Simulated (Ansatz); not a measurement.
Base system: ZrSi₂ (space group Cmcm, No. 63; a = 3.675 Å, b = 14.567 Å, c = 3.656 Å).

All numbers come from Ansatz (a program for electronic structure), PBEsol, PAW, cutoff 420 eV, spin-orbit coupling left out.

One change was made to it. Results:

| quantity | base | after |
|---|---|---|
| shortest interatomic distance | 2.412 Å | 2.361 Å |
| density | 5.00 g/cm³ | 5.89 g/cm³ |
| band gap | zero | zero |

Problem. Which of these changes matches the shifts?
A. pressure −2 GPa
B. pressure 30 GPa
C. pressure 9 GPa
D. pressure 4.5 GPa

Solution. B, pressure 30 GPa. For comparison, the shortest interatomic distance in the other runs: pressure 9 GPa gives 2.391 Å; pressure 4.5 GPa gives 2.401 Å; pressure −2 GPa gives 2.419 Å.

Load acts through the strain it causes; cell and atoms are relaxed under it. No phonon test of stability was made. No other phases were tried under pressure. All final runs are without spin polarisation.
